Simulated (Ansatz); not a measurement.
The parent structure is HgTe in the zinc blende structure (space group F-43m, No. 216; a = 6.510 Å).

Structures relaxed with PBEsol (Ansatz, an electronic-structure program; PAW; 420 eV plane waves; without spin-orbit coupling), earlier PAW set.

Base:

Simulated powder pattern, Cu Kα1, λ = 1.54056 Å (kinematic, ideal powder, no thermal factors, no anomalous dispersion; the 10 strongest lines at most, above 2 %, up to 2θ = 90°):

| 2θ (°) | I/Imax (%) | hkl |
|---|---|---|
| 23.65 | 100 | (111) |
| 27.38 | 5.5 | (200) |
| 39.11 | 78 | (220) |
| 46.21 | 51 | (311) |
| 56.50 | 13 | (400) |
| 62.10 | 21 | (331) |
| 70.85 | 27 | (422) |
| 75.88 | 16 | (511) |
| 84.03 | 8.9 | (440) |
| 88.86 | 17 | (531) |

Perturbation: full substitution Hg → Pt, then cell and atoms are relaxed.

Q: Predict the new powder pattern.

A: 
Simulated powder pattern, Cu Kα1, λ = 1.54056 Å (kinematic, ideal powder, no thermal factors, no anomalous dispersion; the 10 strongest lines at most, above 2 %, up to 2θ = 90°):

| 2θ (°) | d (Å) | I/Imax (%) | hkl |
|---|---|---|---|
| 25.93 | 3.433 | 100 | (111) |
| 30.03 | 2.973 | 5.0 | (200) |
| 42.99 | 2.102 | 75 | (220) |
| 50.89 | 1.793 | 48 | (311) |
| 62.42 | 1.487 | 12 | (400) |
| 68.76 | 1.364 | 20 | (331) |
| 70.81 | 1.330 | 2.1 | (420) |
| 78.79 | 1.214 | 26 | (422) |
| 84.62 | 1.144 | 16 | (511) |

The indices refer to each structure's own conventional cell; one index is shown for lines that coincide.

Whether these cells are dynamically stable was not tested. As relaxed here, PtTe is a hypothetical phase, not in the database extracts checked. All final runs are without spin polarisation. PtTe has a high density of states at the Fermi level and may be magnetic at this level.
